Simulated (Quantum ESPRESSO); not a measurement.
## Convergence test for InSb3 (Pm-3m, 4 atoms in the cell)

```yaml
crystal:
  lattice:
    - [4.80637, 0.00000, 0.00000]
    - [0.00000, 4.80637, 0.00000]
    - [0.00000, 0.00000, 4.80637]
  atoms:
    - { symbol: In, position: [0.00000, 0.00000, 0.00000] }
    - { symbol: Sb, position: [0.50000, 0.00000, 0.50000] }
    - { symbol: Sb, position: [0.00000, 0.50000, 0.50000] }
    - { symbol: Sb, position: [0.50000, 0.50000, 0.00000] }
```

Method of the run: PBEsol, GBRV 1.5 ultrasoft (PBESOL) pseudopotentials (plane waves; Quantum ESPRESSO 7.5).

The starting cell comes from a database of computed structures (which also holds hypothetical and non-ambient phases and stackings), without a prior relaxation at this level. The run gives no clean gap (levels at the Fermi energy touch, overlap or are partly filled at this smearing), which alone does not show that the compound is a metal.

Held fixed: ecutwfc = 40 Ry; ecutrho = 200 Ry; occupations = smearing; smearing = fermi-dirac; degauss = 0.0073499 Ry; potentials = {In: in_pbesol_v1.4.uspp.F.UPF, Sb: sb_pbesol_v1.4.uspp.F.UPF}; conv_thr = 1e-09 Ry.

ΔF is the free energy per atom less that of the last row (automatic 17 17 17 0 0 0).

```tsv
K_POINTS	ΔF (meV/atom)	pressure (GPa)	k-points	plane waves
automatic 1 1 1 0 0 0	1124.0	7.65	1	3191
automatic 2 2 2 0 0 0	-58.8	-5.56	4	3218
automatic 3 3 3 0 0 0	-41.9	-3.62	4	3217
automatic 4 4 4 0 0 0	0.81	-2.56	10	3220
automatic 5 5 5 0 0 0	13.9	-2.61	10	3206
automatic 6 6 6 0 0 0	-0.61	-2.84	20	3218
automatic 7 7 7 0 0 0	4.0	-2.68	20	3217
automatic 8 8 8 0 0 0	0.95	-2.79	35	3228
automatic 9 9 9 0 0 0	1.83	-2.79	35	3217
automatic 11 11 11 0 0 0	-0.73	-2.81	56	3223
automatic 14 14 14 0 0 0	-0.25	-2.79	120	3226
automatic 17 17 17 0 0 0	0.00	-2.79	165	3220
```

Pressure within 1 GPa of the last row: from K_POINTS = automatic 3 3 3 0 0 0 on; the one before it is off by 2.8 GPa. The value it settles on is -2.8 GPa at this level of theory and with the other settings as held.
